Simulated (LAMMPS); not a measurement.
LAMMPS 22 Jul 2025, classical MD, EAM (Finnis-Sinclair form) (Fe_mm.eam.fs): Fe, 432 atoms.

```text
units metal
atom_style atomic
read_data unit.data
replicate 6 6 6
pair_style eam/fs
pair_coeff * * Fe_mm.eam.fs Fe
velocity all create 1600 4928 dist gaussian loop geom
fix 1 all nve
fix 2 all langevin 800 800 0.08 9876 zero yes
timestep 0.002
thermo 100
run 300
reset_timestep 0
write_restart start.rst
```

```text
read_restart start.rst
pair_style eam/fs
pair_coeff * * Fe_mm.eam.fs Fe
neighbor 2.0 bin
neigh_modify every 1 delay 0 check yes
fix 1 all nve
timestep 0.002
thermo_style custom step temp pe etotal press
thermo_modify format float %.10g
thermo 100
group probe id 1:48
dump probe probe custom 1000000 forces.txt id fx fy fz
dump_modify probe sort id format float %.8g
run 10000
```

box: 17.2 × 17.2 × 17.2 Å.

start: generated bcc lattice, warmed in an untimed run.

Compared values: energy and forces of the first step, drift over the run.

Machine: one whole node, Arm Neoverse V2, 96 cores on 1 socket, no SMT, 1 L3 cache group; 94 cores' worth of CPU time may be used.

Each set of copies ran two to five times on the otherwise empty node; times are medians from launch to the last exit. Processes are pinned to neighbouring cores unless said otherwise. The times hold for this build (PyPI wheel: MPICH, OPENMP and OPT packages). Scratch files lie in a memory file system. A preparatory run goes ahead and isn't timed.

Ways to fill 88 cores (the node offers 329 GiB):
- 88 ranks
- 8 copies of 11 ranks
- 2 copies of 44 ranks
- 22 copies of 4 ranks
- 4 copies of 22 ranks

Question: For throughput over a long queue of such jobs, how should the node be filled?

Answer: 22 copies of 4 ranks: 43000 jobs an hour. At the low end 88 ranks gives 2500. The best is the narrowest job tried, and narrower ones have no timing here.

| way | time till all copies end | jobs an hour | memory in all, scratch files included |
|---|---|---|---|
| 22 copies of 4 ranks | 1.8 s | 43000 | 1.5 GiB |
| 8 copies of 11 ranks | 1.4 s | 20000 | 1.5 GiB |
| 4 copies of 22 ranks | 1.3 s | 11000 | 1.4 GiB |
| 2 copies of 44 ranks | 1.3 s | 5500 | 1.5 GiB |
| 88 ranks | 1.4 s | 2500 | 1.5 GiB |

2 planned settings were not run, for want of time.
